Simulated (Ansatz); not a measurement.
Results of r²SCAN (Ansatz, a program for electronic structure, PAW) for white tin (β-Sn).

Numerical settings: plane-wave cutoff 560 eV, 20×20×20 k mesh, Fermi–Dirac smearing 0.05 eV, scalar-relativistic PAW data made under PBE.

Cell (relaxed at this level):

```
Sn
1.0
   -2.94243     2.94243     1.59335
    2.94243    -2.94243     1.59335
    2.94243     2.94243    -1.59335
Sn
2
Direct
  0.25000   0.75000   0.50000
  0.00000   0.00000   0.00000
```

Q: Give the computed bulk modulus B0 and pressure derivative B′ of the bulk modulus.

A: 
- bulk modulus B0 = 54.2 GPa
- pressure derivative B′ of the bulk modulus = 4.8

The run finds no gap.

Measured, for comparison: bulk modulus 57.0 GPa (temperature not stated, no zero-point or thermal correction; as tabulated in Chen et al. (2023), arXiv:2209.05059). Computed (rounded) less measured: bulk modulus -5 %.

Note: the bulk modulus comes from volumes at which shape and atoms were relaxed.

Spin–orbit coupling is not included.
